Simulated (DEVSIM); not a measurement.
System: isotype n-n heterojunction Si/Ge, at 250 K.

```
layer (left to right)  material  thickness (μm)  Nd (cm⁻³)  τn (s)  τp (s)
---------------------  --------  --------------  ---------  ------  ------
1                            Si           0.460     4.2e16  3.2e-7  3.2e-7
2                            Ge           0.290     7.1e17  3.2e-7  3.2e-7
```

Left contact: ohmic. Right contact: ohmic. Voltage is applied to the left contact. Recombination: SRH at mid-gap, radiative, Auger. Mobility is μmin + (μ − μmin)/(1 + (N/Nref)^α).

The device is made up for the run: typed textbook-type constants, with dimensions and the other settings drawn at random. Values at 300 K; Nc and Nv go as T^1.5, mobilities as T to minus their exponent, the gap by Varshni's rule with the affinity fixed.

| parameter | Si | Ge |
|---|---|---|
| gap (eV) | 1.124 | 0.664 |
| affinity (eV) | 4.05 | 4 |
| permittivity | 11.7 | 16 |
| Nc (cm⁻³) | 2.86e19 | 1.04e19 |
| Nv (cm⁻³) | 3.1e19 | 6e18 |
| μn (cm²/Vs) | 1417 | 3900 |
| μp (cm²/Vs) | 470 | 1900 |
| μn,min | 52 | 150 |
| μp,min | 45 | 100 |
| Nref,n | 9.7e16 | 2.6e17 |
| Nref,p | 2.2e17 | 4e17 |
| αn | 0.68 | 0.56 |
| αp | 0.72 | 0.6 |
| T exponent of μn | 2.3 | 1.66 |
| T exponent of μp | 2.2 | 2.33 |
| B (cm³/s) | 4.7e-15 | 6.4e-14 |
| Cn (cm⁶/s) | 2.8e-31 | 1e-31 |
| Cp (cm⁶/s) | 9.9e-32 | 1e-31 |
| Varshni α (eV/K) | 0.000473 | 0.000477 |
| Varshni β (K) | 636 | 235 |

DEVSIM, 1D drift-diffusion, Boltzmann statistics, complete ionisation; no tunnelling, impact ionisation, image-force lowering or self-heating. Band offsets follow the typed affinities; no thermionic-emission limit at abrupt steps, no polarisation charge.

Question: Tabulate band edges, carrier densities and field at zero bias.

Answer: Energies count from the Fermi level of the right contact; mesh points crowd at the junctions.

| x (μm) | Ec (eV) | Ev (eV) | n (cm⁻³) | p (cm⁻³) | field (V/cm) |
|---|---|---|---|---|---|
| 0.000 | 0.135 | -1.002 | 4.2e16 | < 1e2 | ≈ 0 |
| 0.004392 | 0.135 | -1.002 | 4.2e16 | < 1e2 | ≈ 0 |
| 0.01271 | 0.135 | -1.002 | 4.2e16 | < 1e2 | ≈ 0 |
| 0.02848 | 0.135 | -1.002 | 4.2e16 | < 1e2 | ≈ 0 |
| 0.07236 | 0.135 | -1.002 | 4.2e16 | < 1e2 | ≈ 0 |
| 0.1415 | 0.135 | -1.002 | 4.2e16 | < 1e2 | ≈ 0 |
| 0.2647 | 0.135 | -1.002 | 4.2e16 | < 1e2 | ≈ 0 |
| 0.3818 | 0.134 | -1.002 | 4.3e16 | < 1e2 | -330 |
| 0.4210 | 0.129 | -1.007 | 5.4e16 | < 1e2 | -3100 |
| 0.4418 | 0.116 | -1.020 | 1.0e17 | < 1e2 | -12000 |
| 0.4527 | 0.095 | -1.042 | 2.7e17 | < 1e2 | -32000 |
| 0.4596 | 0.058 | -1.078 | 1.5e18 | < 1e2 | -93000 |
| 0.4637 | 0.082 | -0.600 | 1.7e17 | 3600000 | -48000 |
| 0.4713 | 0.060 | -0.622 | 4.8e17 | 1300000 | -15000 |
| 0.4922 | 0.052 | -0.631 | 7.0e17 | 880000 | -310 |
| 0.5249 | 0.052 | -0.631 | 7.1e17 | 880000 | ≈ 0 |
| 0.5863 | 0.052 | -0.631 | 7.1e17 | 880000 | ≈ 0 |
| 0.6615 | 0.052 | -0.631 | 7.1e17 | 880000 | ≈ 0 |
| 0.7157 | 0.052 | -0.631 | 7.1e17 | 880000 | ≈ 0 |
| 0.7341 | 0.052 | -0.631 | 7.1e17 | 880000 | ≈ 0 |
| 0.7439 | 0.052 | -0.631 | 7.1e17 | 880000 | ≈ 0 |
| 0.7500 | 0.052 | -0.631 | 7.1e17 | 880000 | ≈ 0 |
